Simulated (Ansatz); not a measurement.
System: GaI3 (P2₁/c, No. 14). Method: HSE06 (Ansatz, an electronic-structure program, plane waves, PAW).

Numerical settings: plane-wave cutoff 500 eV, 4×4×2 k mesh (along the axes of the cell as run), gaussian smearing 0.02 eV, scalar-relativistic PAW data made under PBE.

Cell (relaxed with r²SCAN):

```yaml
crystal:
  lattice:
    - [9.80672, 0.00000, 0.01492]
    - [0.00000, 6.30087, 0.00000]
    - [-3.76534, 0.00000, 11.54417]
  atoms:
    - { symbol: Ga, position: [0.80561, 0.99636, 0.95175] }
    - { symbol: Ga, position: [0.19439, 0.00364, 0.04825] }
    - { symbol: Ga, position: [0.19439, 0.49636, 0.54825] }
    - { symbol: Ga, position: [0.80561, 0.50364, 0.45175] }
    - { symbol: I, position: [0.66976, 0.23440, 0.79110] }
    - { symbol: I, position: [0.33024, 0.76560, 0.20890] }
    - { symbol: I, position: [0.33024, 0.73440, 0.70890] }
    - { symbol: I, position: [0.66976, 0.26560, 0.29110] }
    - { symbol: I, position: [0.67610, 0.75377, 0.04786] }
    - { symbol: I, position: [0.32390, 0.24623, 0.95214] }
    - { symbol: I, position: [0.32390, 0.25377, 0.45214] }
    - { symbol: I, position: [0.67610, 0.74623, 0.54786] }
    - { symbol: I, position: [0.99839, 0.22193, 0.11527] }
    - { symbol: I, position: [0.00161, 0.77807, 0.88473] }
    - { symbol: I, position: [0.00161, 0.72193, 0.38473] }
    - { symbol: I, position: [0.99839, 0.27807, 0.61527] }
```

What does this level give for the band gap?


* **band gap**: 3.30 eV (on the SCF k mesh)

Note: cell and atoms aren't relaxed at this level (largest force component 0.07 eV/Å); the cell has widely spaced layers and the level no dispersion term, so their spacing and the moduli can rest on weak binding.

Spin–orbit coupling is not included; with these elements it can move the gap by several tenths of an eV or more.

The computed numbers hold no vibrational or temperature effects.
